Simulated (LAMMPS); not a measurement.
MD of Ni (fcc) with 25 % of Ni sites Pt at zero pressure over temperature, 4000 atoms; each row names its start.

Computed with classical MD, pair style eam, the elements' _u3.eam files (universal-3 set of Foiles, Baskes and Daw) (LAMMPS).

```tsv
T (K), start	state	volume	enthalpy	first peak of g(r), Ni-Pt	coordination number of Ni by Pt	D(Ni)	D(Pt)
300, crystal	crystal; no diffusion seen in 30 ps	12.2144 ± 0.0001 Å³/atom	-4.7680 ± 0.0001 eV/atom	2.58 Å, height 7.0	2.99 (counted to 3.10 Å)	-	-
1260, crystal	crystal; no diffusion seen in 30 ps	12.7296 ± 0.0004 Å³/atom	-4.4994 ± 0.0002 eV/atom	2.57 Å, height 3.8	3.03 (counted to 3.22 Å)	-	-
1720, melt	liquid	13.549 ± 0.002 Å³/atom	-4.2415 ± 0.0005 eV/atom	2.52 Å, height 3.0	3.66 (counted to 3.58 Å)	(3.14 ± 0.04) × 10^-5 cm²/s	(2.92 ± 0.08) × 10^-5 cm²/s
2080, melt	liquid	13.937 ± 0.002 Å³/atom	-4.1150 ± 0.0006 eV/atom	2.50 Å, height 2.7	3.55 (counted to 3.58 Å)	(5.66 ± 0.08) × 10^-5 cm²/s	(4.8 ± 0.2) × 10^-5 cm²/s
2530, melt	liquid	14.449 ± 0.004 Å³/atom	-3.9617 ± 0.0009 eV/atom	2.51 Å, height 2.6	3.41 (counted to 3.58 Å)	(9.5 ± 0.1) × 10^-5 cm²/s	(8.4 ± 0.2) × 10^-5 cm²/s
```

Caution (rows 300, crystal; 1260, crystal): the random arrangement on this lattice is imposed, and need not be a phase that exists in equilibrium.

Caution (rows 1260, crystal; 1720, melt; 2080, melt; 2530, melt): a run this short can hold a crystal over, or a liquid under, the potential's own melting point, which these runs don't give.

States go by the mean squared displacement: a species diffuses where it passes 1.5 Å², still rises and gives D over 1e-6 cm²/s; a crystal has left its structure where atoms lie 0.35 Å off their sites on average or a cubic box changes its shape by 3 %, or the axial ratios of another lie 8 % off the starting cell's, which the potential's own relaxation can also do.

Errors of D are the spread over four groups of atoms in one short run; a floor of about 5 %, a picked value, is safer.

Errors shown are sampling errors alone.
